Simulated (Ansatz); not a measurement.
Here is the system:

End structure of a constructed model of the (100) surface of fcc Cu, a pseudomorphic layer of In in the host's stacking (bottom of the slab: a bare face, its two planes held):

```xyz
7
Lattice="2.5668 0.0000 0.0000 0.0000 2.5668 0.0000 0.0000 0.0000 27.5000" Properties=species:S:1:pos:R:3 pbc="T T T"
Cu     1.2834     1.2834     8.1074
Cu     0.0000     0.0000     9.9224
Cu     1.2834     1.2834    11.7390
Cu     0.0000     0.0000    13.5546
Cu     1.2834     1.2834    15.3719
Cu     0.0000     0.0000    17.1926
In     1.2834     1.2834    19.5638
```

Slab: 7 atoms, 11.3 Å thick at the start; k 15x15x1, smearing 0.1 eV, dipole-corrected; 2 atoms held, the rest relaxed; held to the start's symmetry, so lower structures may exist; no spin, no spin-orbit, no U. It is one candidate, not shown to be the stable structure of the face.

Task: Predict the work function of the top face from PBE in Ansatz (a first-principles code).

Result: 3.91 eV
